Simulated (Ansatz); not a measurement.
Base system: InAs in the zinc blende structure (space group F-43m, No. 216; a = 6.0261 Å). Axes: x, y, z lie along the cube axes.

Level of theory: plane-wave PAW DFT at the LDA level (Ansatz, an electronic-structure program, 420 eV), without spin-orbit coupling.

Base values:

```
Item                Value
---------------  --------
Volume per atom  27.35 Å³
Pressure          0.0 GPa
Band gap             zero
```

Modification: biaxial strain −3.00 %, plane normal [001], relaxed out of plane (Cartesian); in-plane vectors clamped, the third vector and the atoms free.

Question: Estimate the effect on the volume per atom, energy relative to the base, pressure and band gap.

Answer: The volume per atom falls by 0.758 Å³, from 27.35 Å³ to 26.60 Å³; the energy grows by 13 meV/atom; the pressure (mean of the normal stresses, compression positive) goes from zero to 1.7 GPa; the band gap stays zero.

The mesh was chosen for an insulator and is coarse for the gapless case. Stability against distortions was not tested. All final runs are without spin polarisation. The zero or small gap of InAs can change with the level of theory.
